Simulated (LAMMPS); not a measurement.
Simulation of Ni3Al (L1_2), 4000 atoms, at 1480 K and 0 GPa, heated as the crystal.

Computed with classical MD, pair style eam/alloy, file NiAlH_jea.eam.alloy, run in LAMMPS.

Starting crystal:

AlNi₃ has the cubic space group Pm-3m (No. 221), the Cu3Au type structure, Pearson symbol cP4. Cell: a = 3.570 Å, b = 3.570 Å, c = 3.570 Å, α = 90.00°, β = 90.00°, γ = 90.00°. Al on 1a is coordinated by 12 Ni at 2.524 Å (cuboctahedral). Ni on 3c sees 8 Ni at 2.524 Å and 4 Al at 2.524 Å (cuboctahedral). (Neighbours: up to the widest gap in distance over summed covalent radii, below 1.35, at either atom.)

**Question.** Estimate the first peak of g(r), Ni-Ni, the state found, the most common Ni-Al-Ni angle, the first peak of g(r), Al-Ni for this model.

**Answer.** first peak of g(r), Ni-Ni: 2.54 Å, height 3.1; state found: crystal; no diffusion seen in 30 ps; most common Ni-Al-Ni angle: in the 3° bin centred on 58.5° (mean of all 97°); first peak of g(r), Al-Ni: 2.53 Å, height 5.1.
